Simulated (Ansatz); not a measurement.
Parameter sweep on a (001) slab of C (cut from a parent of space group no. 227; 12 atoms in the cell)

```
C
1.0
    2.51783     0.00000     0.00000
   -2.51783     2.51783     0.00000
    0.00000     0.00000    23.79200
C
12
Direct
  0.00000   0.50000   0.33163
  0.50000   0.50000   0.29422
  0.00000   0.00000   0.40646
  0.50000   0.00000   0.36904
  0.00000   0.50000   0.48129
  0.50000   0.50000   0.44388
  0.00000   0.00000   0.55612
  0.50000   0.00000   0.51871
  0.00000   0.50000   0.63096
  0.50000   0.50000   0.59354
  0.00000   0.00000   0.70578
  0.50000   0.00000   0.66837
```

Base run A: PBE, PAW files run with Ansatz (a program for electronic structure), self-consistent single point.

Its settings: basis.ecutwfc = 420 eV; kpoints.mp_grid.grid = 15 15 1; hamiltonian.xc = pbe; hamiltonian.pseudopotentials = {kind: paw} (the program's default PAW files); scf.occupations.method = cold; scf.occupations.width = 0.05 eV.

The starting cell comes from a database of computed structures (which also holds hypothetical and non-ambient phases and stackings), without a prior relaxation at this level. The slab is cut from that crystal, and its faces are unrelaxed. Spin polarisation is off, though cut faces can carry moments; the slab shows no gap. In the base run, forces exceed 1 eV/Å.

ΔF is the free energy per atom less that of run A. 

| run | kpoints.mp_grid.grid, scf.occupations.width | ΔF (meV/atom) | largest force (eV/Å) | TS (meV/atom) | k-points |
|---|---|---|---|---|---|
| A | 15 15 1, 0.05 eV | 0.00 | 2.424 | 0.0 | 64 |
| B | 12 12 1, 0.03 eV | -0.09 | 2.427 | 0.0 | 49 |
| C | 12 12 1, 0.1 eV | -0.07 | 2.432 | 0.0 | 49 |
| D | 12 12 1, 0.3 eV | 0.19 | 2.415 | -2.4 | 49 |
| E | 15 15 1, 0.03 eV | 0.01 | 2.425 | 0.0 | 64 |
| F | 15 15 1, 0.1 eV | -0.04 | 2.425 | 0.1 | 64 |
| G | 15 15 1, 0.3 eV | 0.15 | 2.410 | -2.5 | 64 |
| H | 17 17 1, 0.03 eV | 0.03 | 2.419 | 0.0 | 81 |
| I | 17 17 1, 0.1 eV | -0.04 | 2.430 | 0.2 | 81 |
| J | 17 17 1, 0.3 eV | 0.14 | 2.409 | -2.5 | 81 |

Run J against A: The free energy hardly moves (within 1 meV/atom) and the largest force goes from 2.424 to 2.409 eV/Å.

Run G against A: The free energy hardly moves (within 1 meV/atom) and the largest force goes from 2.424 to 2.410 eV/Å.

Run H against A: The free energy stays essentially unchanged (within 1 meV/atom) and the largest force hardly changes (2.424 to 2.419 eV/Å).

Keys are those of Ansatz 0.2.
